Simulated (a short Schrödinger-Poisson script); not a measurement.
## MOS inversion layer, Al2O3 on p-type Si(111)

Structure: MOS inversion layer, Al2O3 on p-type Si(111), at 400 K.

| layer | material | thickness (nm) | Na (cm⁻³) |
|---|---|---|---|
| 1 | Al2O3 | 4.4 | - |
| 2 | Si | 1300 | 1.1e17 |

Constants are typed, rounded textbook-type inputs, not results; the design itself was drawn at random and stands for no fabricated device. Al2O3: permittivity 9, conduction-band edge (eV) 2.7, gap (eV) 6.8, electron mass (mₑ) 0.3. Si: permittivity 11.7, conduction-band edge (eV) 0, gap (eV) 1.124, Nv at 300 K (cm⁻³) 3.1e19.

Channel valleys (confinement mass, in-plane density-of-states mass, number): Δ6 0.258, 0.358, 6. At the gate the conduction-band edge of layer 1 lies 2.97 eV − eVg above the Fermi level of the channel; the field vanishes at the back. Gaps are held at their typed values at every temperature. Mesh 0.03 nm at interfaces.

From a short Schrödinger-Poisson script (our own, NumPy): 1D Poisson equation in equilibrium, electrons quantum, Hartree (BenDaniel-Duke, 12 states a valley, the channel's in-plane mass for all, wave functions free to enter the dielectric), parabolic valleys, classical holes, full ionisation, no traps, pinning or gate leakage.

```csv
Vg (V),electrons (cm⁻²),C (μF/cm²),Δ6 E0 (meV),Δ6 E1 (meV)
-0.2,1.78e6,0.149,588.9,631.4
-0.1,2.11e7,0.133,501.4,547.8
0,2.67e8,0.123,412.5,462.4
0.1,3.46e9,0.126,323.0,375.9
0.2,4.14e10,0.246,236.6,292.5
0.3,2.71e11,0.660,170.7,230.6
0.4,7.71e11,0.975,133.4,198.4
0.5,1.43e12,1.13,111.0,181.3
0.6,2.16e12,1.23,95.6,171.0
0.7,2.94e12,1.29,83.9,164.0
0.8,3.76e12,1.33,74.6,159.1
0.9,4.61e12,1.37,66.7,155.4
1,5.47e12,1.40,60.0,152.6
1.1,6.35e12,1.42,54.1,150.4
1.2,7.24e12,1.44,48.8,148.6
1.3,8.14e12,1.46,44.1,147.2
1.4,9.06e12,1.47,39.7,146.1
1.5,9.98e12,1.48,35.7,145.1
1.6,1.09e13,1.49,31.9,144.4
```

Gate voltages with under 1e6 electrons/cm² are left out.

Subbands count from the Fermi level.
